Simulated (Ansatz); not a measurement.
## Response to strain in Ru

The parent structure is Ru in the hcp (Mg type) structure (space group P6_3/mmc, No. 194; a = 2.676 Å, c = 4.224 Å; relaxed with 0.1 eV smearing).

Strains are applied to the cell and any free atomic positions relax.

The values are results of Kohn–Sham DFT with the LDA functional, run in Ansatz (a program for electronic structure) with PAW and 420 eV plane waves, no spin-orbit coupling, not measurements.

Notes on the quantities. energy relative to the base: free energy F.

| isotropic strain (%) | energy relative to the base (meV/atom) |
|---|---|
| -3 | 135.9 |
| -2 | 58.1 |
| -1 | 14.0 |
| 0 | 0.0 |
| 1 | 13.0 |
| 1.5 | ? |
| 2 | 49.9 |
| 2.5 | 76.6 |
| 3 | 108.3 |

Task: Fit ΔE = Aε² + Bε³ (ε in %) to the rows shown and predict the withheld row.

Result: Least squares on the printed values gives A = 13.6 and B = -0.51 meV/atom (largest residual 0.2 meV/atom); this predicts 28.8 meV/atom, and the run gives 28.6 meV/atom, 0.2 lower.

Stability against distortions was not tested. The final runs are not spin-polarised.
